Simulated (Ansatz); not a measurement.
Reference: ScGe (Cmcm), PBEsol, DFPT electron-phonon coupling, linearised Boltzmann equation (plane waves, PAW, scalar-relativistic; Ansatz, an electronic-structure program); geometry: relaxed with this functional, without spin-orbit coupling.

```yaml
crystal:
  lattice:
    - [1.98589, -5.00217, 0.00000]
    - [1.98589, 5.00217, 0.00000]
    - [0.00000, 0.00000, 3.73854]
  atoms:
    - { symbol: Sc, position: [0.86340, 0.13660, 0.75000] }
    - { symbol: Sc, position: [0.13660, 0.86340, 0.25000] }
    - { symbol: Ge, position: [0.58968, 0.41032, 0.75000] }
    - { symbol: Ge, position: [0.41032, 0.58968, 0.25000] }
```

- resistivity at 300 K: 32 μΩ·cm
- mean free path at 300 K: 8.7 nm
- electron-phonon coupling λ: 0.24
- logarithmic mean phonon energy: 20 meV

### Question
Swap Ge for Si, keeping the structure type. How do these values move?

### Answer
ScSi (Cmcm): volume per atom 18.6 to 17.6 Å³; resistivity at 300 K falls (32 μΩ·cm to 27 μΩ·cm); mean free path at 300 K rises (8.7 nm to 9.2 nm); electron-phonon coupling λ falls (0.24 to 0.22); logarithmic mean phonon energy rises (20 meV to 28 meV).

Moves up to 5 % count as about the same. Metals; harmonic phonons alone scatter; means over directions. The mean free path is weighted by the current that each state carries. Halving the electron mesh moves these values by up to 4 %; q meshes are mostly untested. Some of the runs warned that the eigensolver left states short of its tolerance. Spin-orbit coupling is left out.

Computed structure with no diffraction record at hand here (it may be known, metastable or hypothetical): ScSi (Cmcm).
